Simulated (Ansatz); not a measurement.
We consider cubic perovskite KNiF3, described by PBE0 (plane waves, PAW; Ansatz, a program for electronic structure).

Numerical settings: plane-wave cutoff 460 eV, 6×6×6 k mesh, Fermi–Dirac smearing 0.01 eV, spin-polarised with parallel moments, scalar-relativistic PAW data made under PBE.

The volume scan:

| V (Å³/atom) | E − E_lowest (meV/atom) | P (GPa) |
|---|---|---|
| 12.467 | 9.81 | 4.89 |
| 12.795 | 2.48 | 2.33 |
| 13.123 | 0.00 | 0.11 |
| 13.313 | 0.56 | -1.03 |
| 13.779 | 7.23 | -3.48 |

**Question.** Estimate the bulk modulus and its pressure derivative from these points.

**Answer.** V0 = 13.142 Å³/atom, B0 = 82.0 GPa, B′ = 4.7 (fit to the energies at full precision).

Note: the magnetic order was assumed, not searched for or taken from measurement.

Static lattice: no zero-point or thermal effects.
